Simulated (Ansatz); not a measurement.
# TiS2: biaxial strain +1.85 %, plane normal [001], relaxed out of plane

Consider TiS$_{2}$ in the CdI2 type structure (space group P-3m1, No. 164; a = 3.3606 Å, c = 5.5224 Å; layered, stacked along the Cartesian z axis). Axes: x lies along a and z along c of the hexagonal cell.

One thing is altered: tensile biaxial strain of 1.85 % in the plane normal to [001], as in epitaxy on a mismatched substrate; the out-of-plane cell vector and the atoms relax.

Computed with Kohn–Sham DFT with the PBE-D3(BJ) functional, run in Ansatz (a quantum-chemistry and plane-wave program) with PAW and 420 eV plane waves, without spin-orbit coupling. Γ-centred 16×16×9 mesh, Fermi–Dirac width 0.05 eV.

* **Volume per atom**: 18.54 Å³ (base 18.00 Å³)
* **Space group**: P-3m1 (No. 164) (base P-3m1 (No. 164))
* **Shortest interatomic distance**: 2.423 Å (base 2.409 Å)
* **Pressure (mean of the normal stresses, compression positive)**: -2.0 GPa (base 0.0 GPa)
* **Band gap**: zero (base zero)
* **Out-of-plane strain**: -0.71 % (rough)
* **Mean in-plane stress (compression positive)**: -3.0 GPa (rough)

Without a gap, meshes like the base's 16×16×9 leave anisotropic stresses uncertain by several tenths of a GPa, and small strain energies with them. No phonon test of stability was made. The final runs are not spin-polarised. A zero or small gap of TiS2 can be the functional's error rather than a property of the material.
